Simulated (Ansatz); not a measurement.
## A computed series for Os: response to strain

The parent structure is Os in the hcp (Mg type) structure (space group P6_3/mmc, No. 194; relaxed with 0.1 eV smearing).

```cif
data_Os2
_chemical_formula_sum 'Os2'
_space_group_name_H-M_alt 'P 1'
_space_group_IT_number 1
_cell_length_a 2.72903
_cell_length_b 2.72903
_cell_length_c 4.30906
_cell_angle_alpha 90.000
_cell_angle_beta 90.000
_cell_angle_gamma 120.000
loop_
_space_group_symop_operation_xyz
  'x, y, z'
loop_
_atom_site_label
_atom_site_type_symbol
_atom_site_fract_x
_atom_site_fract_y
_atom_site_fract_z
_atom_site_occupancy
Os1 Os 0.66667 0.33333 0.75000 1
Os2 Os 0.33333 0.66667 0.25000 1
```

Strains are applied to the cell and any free atomic positions relax.

Computed with PBEsol (Ansatz, a first-principles code, PAW, no SOC).

Notes on the quantities. energy relative to the base: free energy F; pressure: mean of the normal stresses, compression positive.

| variant | energy relative to the base | pressure | shortest interatomic distance |
|---|---|---|---|
| base | 0 meV/atom | 0.0 GPa | 2.669 Å |
| isotropic strain −3.00 % | ___ | ___ | 2.589 Å |
| isotropic strain −2.00 % | +73 meV/atom | 30.2 GPa | 2.616 Å |
| isotropic strain −1.00 % | +18 meV/atom | 14.0 GPa | 2.642 Å |
| isotropic strain −0.50 % | +4.3 meV/atom | 6.7 GPa | 2.656 Å |
| isotropic strain +0.50 % | +4.1 meV/atom | -6.2 GPa | 2.683 Å |
| isotropic strain +1.50 % | +36 meV/atom | -17.3 GPa | 2.709 Å |
| isotropic strain +2.00 % | +63 meV/atom | -22.3 GPa | 2.723 Å |
| isotropic strain +2.50 % | +96 meV/atom | -26.8 GPa | 2.736 Å |
| isotropic strain +3.00 % | ___ | -31.0 GPa | 2.749 Å |

**Question.** Some entries are withheld; estimate them.

**Answer.** 
- isotropic strain −3.00 %, energy relative to the base: +170 meV/atom
- isotropic strain −3.00 %, pressure: 49.0 GPa
- isotropic strain +3.00 %, energy relative to the base: +136 meV/atom

Whether these cells are dynamically stable was not tested. The final runs are not spin-polarised.
